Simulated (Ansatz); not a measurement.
Given:

```
CELL_PARAMETERS angstrom
     -1.60839     1.60839     3.87823
      1.60839    -1.60839     3.87823
      1.60839     1.60839    -3.87823
ATOMIC_POSITIONS crystal
  Si 0.66522 0.66522 0.00000
  Si 0.33478 0.33478 0.00000
  Mo 0.00000 0.00000 0.00000
```

No spin polarisation.

The values are results of plane-wave PAW DFT at the PBE level (Ansatz, a quantum-chemistry and plane-wave program, 420 eV), no spin-orbit coupling, not measurements. Settings: 25×25×25 k-points, 0.1 eV Fermi–Dirac smearing.

What space group does the calculation give?

I4/mmm (No. 139).

What is the computed stress (xx, yy, zz, yz, xz, xy; compression positive)?

(1.4, 1.4, 7.8, 0.0, 0.0, 0.0) GPa.

What band gap does the calculation give?

Zero.

The cells carry an imposed strain or load. Whether these cells are dynamically stable was not tested. The final runs are not spin-polarised. The cell was made from MoSi₂ (space group I4/mmm, No. 139) by this change: uniaxial strain ε_zz = −1.50 %.
